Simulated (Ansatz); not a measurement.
```yaml
crystal:
  lattice:
    - [5.38275, 0.02227, 0.34514]
    - [0.02145, 5.12261, -0.08285]
    - [0.33311, -0.08300, 5.13651]
  atoms:
    - { symbol: Sn, position: [0.05931, 0.23063, 0.28917] }
    - { symbol: Zr, position: [0.96071, 0.71924, 0.76099] }
    - { symbol: Zr, position: [0.53494, 0.78918, 0.30364] }
    - { symbol: Zr, position: [0.46824, 0.28732, 0.75559] }
    - { symbol: O, position: [0.38702, 0.06198, 0.08944] }
    - { symbol: O, position: [0.68354, 0.96581, 0.61210] }
    - { symbol: O, position: [0.87984, 0.94510, 0.11038] }
    - { symbol: O, position: [0.19771, 0.01114, 0.57463] }
    - { symbol: O, position: [0.13046, 0.45548, 0.97157] }
    - { symbol: O, position: [0.78425, 0.46742, 0.48856] }
    - { symbol: O, position: [0.63185, 0.55237, 0.97723] }
    - { symbol: O, position: [0.28214, 0.51432, 0.49071] }
```

Relaxed-ion tensors in this frame from DFT at the PBEsol level (Ansatz, a program for electronic structure). Proper piezoelectric stress tensor e (C/m²):

```
 0.33  -0.36   0.32  -0.01  -0.14  -0.12
 0.17   0.14   0.42  -0.45  -0.10  -0.11
-0.22   0.40  -0.08   0.23   0.52   0.21
```

Stiffness C (GPa):

```
  309    152    119   -5.9   12.2   -2.0
  152    312    151   -2.2  -12.7   -4.5
  119    151    345    6.7  -23.4    3.3
 -5.9   -2.2    6.7   99.0   -8.3    1.4
 12.2  -12.7  -23.4   -8.3   65.9   -6.1
 -2.0   -4.5    3.3    1.4   -6.1   80.9
```

The ordered cell is a computed model, not a synthesised structure. Spin-orbit coupling is not included.

Task: Obtain the piezoelectric strain tensor d.

Result: d = e S with S = C⁻¹, in pC/N:

```
 2.1  -3.0   1.3  -0.3  -2.8  -1.9
 0.2  -0.4   1.3  -4.8  -1.9  -1.5
-2.4   3.0  -0.1   3.0   9.6   3.4
```


The PAW data sets were generated under PBE and serve the other functionals too.
